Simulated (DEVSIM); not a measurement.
System: Al0.25Ga0.75As/GaAs p-n heterojunction, at 500 K.

Layer 1 from the left is Al0.25Ga0.75As, thickness (μm) 0.350, Na (cm⁻³) 1.3e17, τn (s) 5.7e-10, τp (s) 5.7e-10. Layer 2 from the left is GaAs, thickness (μm) 0.340, Nd (cm⁻³) 2.3e15, τn (s) 5.7e-10, τp (s) 5.7e-10.

Left contact: ohmic. Right contact: ohmic. Voltage is applied to the left contact. Recombination: SRH at mid-gap. Mobility is constant in doping.

This is a model device: material constants are rounded textbook-type values typed into the input, and sizes, dopings and lifetimes were drawn at random. Values at 300 K; Nc and Nv go as T^1.5, mobilities as T to minus their exponent, the gap by Varshni's rule with the affinity fixed.

Al0.25Ga0.75As: gap (eV) 1.7357, affinity (eV) 3.8725, permittivity 12.19, Nc (cm⁻³) 6.5e17, Nv (cm⁻³) 9e18, μn (cm²/Vs) 4375, μp (cm²/Vs) 221, T exponent of μn 2.1, T exponent of μp 2.2, Varshni α (eV/K) 0.000541, Varshni β (K) 204. GaAs: gap (eV) 1.424, affinity (eV) 4.07, permittivity 12.9, Nc (cm⁻³) 4.7e17, Nv (cm⁻³) 9e18, μn (cm²/Vs) 8500, μp (cm²/Vs) 400, T exponent of μn 2.1, T exponent of μp 2.2, Varshni α (eV/K) 0.000541, Varshni β (K) 204.

Simulated with DEVSIM: 1D drift-diffusion, Boltzmann statistics, complete ionisation; no tunnelling, impact ionisation, image-force lowering or self-heating. Band offsets follow the typed affinities; no thermionic-emission limit at abrupt steps, no polarisation charge.

Task: What does the simulation give for the dark forward voltage at 100 A/cm², the potential step across the device at zero bias?

Result: dark forward voltage at 100 A/cm² 0.685 V; potential step across the device at zero bias 0.965 V.
